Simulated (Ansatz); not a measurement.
Results of PBEsol in Ansatz (plane waves, PAW) for MgO (model structure, started from the CsCl type, Pm-3m, No. 221, 2 atoms in the cell; like a known high-pressure phase).

Settings: plane-wave cutoff 520 eV, 12×12×12 k mesh, Fermi–Dirac smearing 0.01 eV, scalar-relativistic PAW data made under PBE.

The cell is the one relaxed with PBEsol. Conventional cell: a = 2.6334 Å, b = 2.6334 Å, c = 2.6334 Å, α = 90.00°, β = 90.00°, γ = 90.00°.

```
MgO
1.0
    2.63342     0.00000     0.00000
    0.00000     2.63342     0.00000
    0.00000     0.00000     2.63342
Mg O
1 1
Cartesian
  0.00000   0.00000   0.00000
  1.31671   1.31671   1.31671
```

List the 5 lowest band energies at Γ above −25 eV (eV, relative to the valence band maximum), grouping those that round alike.

At Γ: -18.45, -1.01 (×3), 2.47.

A model structure was made by putting elements into a prototype or built by hand; it is no filed structure, need not be a known phase, and can be a saddle point held by its symmetry.

Ansatz is a first-principles code.
